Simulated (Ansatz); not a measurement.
C (model structure, Pnma, No. 62, 16 atoms in the cell) was calculated with r²SCAN (plane waves, PAW; Ansatz, a quantum-chemistry and plane-wave program).

Settings: plane-wave cutoff 560 eV, 4×14×8 k mesh (along the axes of the cell as run), Fermi–Dirac smearing 0.01 eV, scalar-relativistic PAW data made under PBE.

Cell (relaxed with PBEsol):

Space group Pnma (No. 62); a = 9.032 Å, b = 2.511 Å, c = 4.136 Å, α = 90.00°, β = 90.00°, γ = 90.00°

```tsv
atom	site	symmetry	x	y	z
C	4c	.m.	0.1895	0.7500	0.3007
C	4c	.m.	0.0207	0.7500	0.4085
C	4c	.m.	0.1951	0.2500	0.0753
C	4c	.m.	0.0367	0.2500	0.9316
```

**Question.** Estimate the band gap and smallest direct gap on the k points sampled that the calculation returns.

**Answer.** 
- band gap: 4.55 eV (indirect)
- smallest direct gap on the k points sampled: 5.07 eV

Note: the relaxation could raise the start's symmetry but not lower it, so the cell can be a saddle point; cell and atoms aren't relaxed at this level (largest force component 0.07 eV/Å, pressure 2.2 GPa).

Computed values are for the static lattice.

A model structure was made by putting elements into a prototype or built by hand; it is no filed structure, need not be a known phase, and can be a saddle point held by its symmetry.
